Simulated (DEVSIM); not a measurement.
Device: double heterostructure, GaAs between p- and n-type In0.49Ga0.51P, at 300 K.

```
layer (left to right)       material  thickness (μm)  Nd (cm⁻³)  Na (cm⁻³)   τn (s)   τp (s)
---------------------  -------------  --------------  ---------  ---------  -------  -------
1                      In0.49Ga0.51P           0.680          -     1.3e17  3.7e-10  3.7e-10
2                               GaAs          0.0820     1.2e14          -  3.7e-10  3.7e-10
3                      In0.49Ga0.51P           0.280     1.2e17          -  3.7e-10  3.7e-10
```

Left contact: ohmic. Right contact: ohmic. Voltage is applied to the left contact. Recombination: SRH at mid-gap, radiative. Mobility is μmin + (μ − μmin)/(1 + (N/Nref)^α).

This is a model device: material constants are rounded textbook-type values typed into the input, and sizes, dopings and lifetimes were drawn at random. Values at 300 K.

| parameter | In0.49Ga0.51P | GaAs |
|---|---|---|
| gap (eV) | 1.89 | 1.424 |
| affinity (eV) | 4 | 4.07 |
| permittivity | 11.8 | 12.9 |
| Nc (cm⁻³) | 9e17 | 4.7e17 |
| Nv (cm⁻³) | 1.3e19 | 9e18 |
| μn (cm²/Vs) | 1500 | 8500 |
| μp (cm²/Vs) | 80 | 400 |
| μn,min | 400 | 500 |
| μp,min | 15 | 20 |
| Nref,n | 2e16 | 6e16 |
| Nref,p | 1.5e17 | 1.5e17 |
| αn | 0.7 | 0.39 |
| αp | 0.8 | 0.38 |
| B (cm³/s) | 1e-10 | 2e-10 |

Model (solved in DEVSIM): 1D drift-diffusion, Boltzmann statistics, complete ionisation; no tunnelling, impact ionisation, image-force lowering or self-heating. Band offsets follow the typed affinities; no thermionic-emission limit at abrupt steps, no polarisation charge.

Question: Tabulate band edges, carrier densities and field at zero bias.

Answer: Energies count from the Fermi level of the right contact; mesh points crowd at the junctions.

```csv
x (μm),Ec (eV),Ev (eV),n (cm⁻³),p (cm⁻³),field (V/cm)
0.000,1.771,-0.119,< 1e2,1.3e17,≈ 0
0.006934,1.771,-0.119,< 1e2,1.3e17,≈ 0
0.02374,1.771,-0.119,< 1e2,1.3e17,≈ 0
0.06446,1.771,-0.119,< 1e2,1.3e17,≈ 0
0.2178,1.771,-0.119,< 1e2,1.3e17,≈ 0
0.4633,1.771,-0.119,< 1e2,1.3e17,≈ 0
0.5935,1.769,-0.121,< 1e2,1.2e17,-1700
0.6564,1.602,-0.288,< 1e2,1.9e14,-76000
0.6731,1.447,-0.443,< 1e2,4.7e11,-110000
0.6800,1.298,-0.126,< 1e2,6.8e16,-110000
0.6866,1.225,-0.199,< 1e2,4.1e15,-110000
0.7087,0.982,-0.442,< 1e2,3.4e11,-110000
0.7383,0.657,-0.767,4300000,1200000,-110000
0.7542,0.482,-0.942,3.7e9,1400,-110000
0.7629,0.457,-1.433,1.9e10,< 1e2,-120000
0.7709,0.368,-1.522,5.8e11,< 1e2,-100000
0.7900,0.204,-1.686,3.3e14,< 1e2,-68000
0.8355,0.060,-1.830,8.8e16,< 1e2,-6500
0.9601,0.052,-1.838,1.2e17,< 1e2,≈ 0
1.010,0.052,-1.838,1.2e17,< 1e2,≈ 0
1.032,0.052,-1.838,1.2e17,< 1e2,≈ 0
1.042,0.052,-1.838,1.2e17,< 1e2,≈ 0
```
